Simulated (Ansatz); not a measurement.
Sn on the W site (Sn_W) in bcc W (start: the W site; 54-site cell, 4×4×4 shifted sampling), host crystal and elements as references (Δμ(W) = 0.00 eV, Δμ(Sn) = 0.00 eV; Sn taken from its element, since no compound that bounds it was computed at this level; only phases computed here count, gases as isolated molecules at 0 K). Calculation: PBE, PAW (plane waves to 420 eV; Ansatz, an electronic-structure program). In charge state 0 (not spin-polarised) the formation energy is 1.64 eV. The crystal has 6.19 × 10^22 W sites per cm³. Reference phases: beta tin, bcc W. The relaxation kept the symmetry of the site.

**Question.** Estimate the equilibrium concentration at 900 K in the dilute limit, leaving out vibrational entropy and degeneracy.

**Answer.** kT = 0.0776 eV; c = N exp(−E_f / kT) = 6.19 × 10^22 × exp(−21.1) ≈ 4 × 10^13 cm^-3. An error of 0.2 eV in E_f moves this by a factor of 13.
